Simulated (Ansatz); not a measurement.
```
CELL_PARAMETERS angstrom
      4.48492     0.00000     0.00000
     -2.24246     3.88405     0.00000
      0.00000     0.00000     6.17107
ATOMIC_POSITIONS crystal
  Ba 0.33333 0.66667 0.25000
  Ba 0.66667 0.33333 0.75000
  F  0.00000 0.00000 0.50000
  F  0.00000 0.00000 0.00000
  F  0.66667 0.33333 0.25000
  F  0.33333 0.66667 0.75000
```

No spin polarisation.

A single point on BaF2 with a change (isotropic strain +2.92 %), its geometry relaxed with PBEsol.

The values are results of r2SCAN (Ansatz, a quantum-chemistry and plane-wave program), no spin-orbit coupling, not measurements. Settings: 9×9×6 k-points, 0.05 eV Fermi–Dirac smearing.

Task: Predict the band gap, pressure and width of the top valence band.

Result: 
* **Band gap**: 6.55 eV
* **Pressure**: -3.79 GPa
* **Width of the top valence band**: 0.58 eV

Single points use the geometry relaxed with PBEsol. Stability against distortions was not tested. The cell was made from BaF2 (space group P6_3/mmc, No. 194; a cell from a computed database, its experimental status unchecked) by this change: isotropic strain +2.92 %.
